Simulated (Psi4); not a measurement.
Psi4 1.11, WB97X/def2-svp: disilylmethane ([SiH3]C[SiH3]), 11 atoms. The geometry is a generated start, not checked to be a minimum at this level.

```
Item                                 Result
--------------------------  ---------------
task                                 energy
method                                wb97x
basis                              def2-svp
memory                                 3 GB
maxiter                                 100
keys of the molecule block      symmetry c1
scf_type                       df (default)
e_convergence               1e-06 (default)
d_convergence               1e-06 (default)
dft_radial_points              75 (default)
dft_spherical_points          302 (default)
basis functions                          90
grid points                          236418
```

```xyz
11

Si     1.4496     0.7270     0.0030
C      0.2265    -0.7196    -0.1296
Si    -1.6003    -0.2482     0.0826
H      2.8215     0.2337    -0.1628
H      1.1678     1.7104    -1.0462
H      1.3287     1.3593     1.3192
H      0.4861    -1.4707     0.6178
H      0.3557    -1.2027    -1.0986
H     -1.9856     0.7225    -0.9439
H     -1.8104     0.3326     1.4112
H     -2.4396    -1.4444    -0.0526
```

With the defaults (damping_percentage = 0, diis = true, scf_initial_accelerator = adiis, guess = auto, which took SAD, soscf = false, soscf_start_convergence = 0.01, diis_max_vecs = 10, level_shift = 0, level_shift_cutoff = 0.01) it converges in 7 SCF iterations. One run each on 2 threads, with these changes:
- guess = sap
- diis_max_vecs = 6
- damping_percentage = 60
- damping_percentage = 60, diis = false, scf_initial_accelerator = none
- soscf = true, soscf_start_convergence = 0.001
- diis_max_vecs = 3
- scf_initial_accelerator = ediis
- guess = modhuckel
- level_shift = 0.5, level_shift_cutoff = 0.001

### Question
Which of these changes keep the SCF from converging, or lead it to another solution?

### Answer
No convergence: damping_percentage = 60; damping_percentage = 60, diis = false, scf_initial_accelerator = none (the run ends without SCF convergence in 100 iterations). The rest reach the solution of the defaults.

```tsv
setting	SCF iterations	JK calls	end
soscf = true, soscf_start_convergence = 0.001	6	17	same solution
the defaults	7	8	same solution
scf_initial_accelerator = ediis	7	8	same solution
diis_max_vecs = 6	7	8	same solution
level_shift = 0.5, level_shift_cutoff = 0.001	7	8	same solution
guess = sap	8	8	same solution
guess = modhuckel	8	23	same solution
diis_max_vecs = 3	9	10	same solution
damping_percentage = 60	100	101	no convergence
damping_percentage = 60, diis = false, scf_initial_accelerator = none	100	101	no convergence
```

An SOSCF iteration holds several JK calls; a Hückel guess adds calls on atoms.
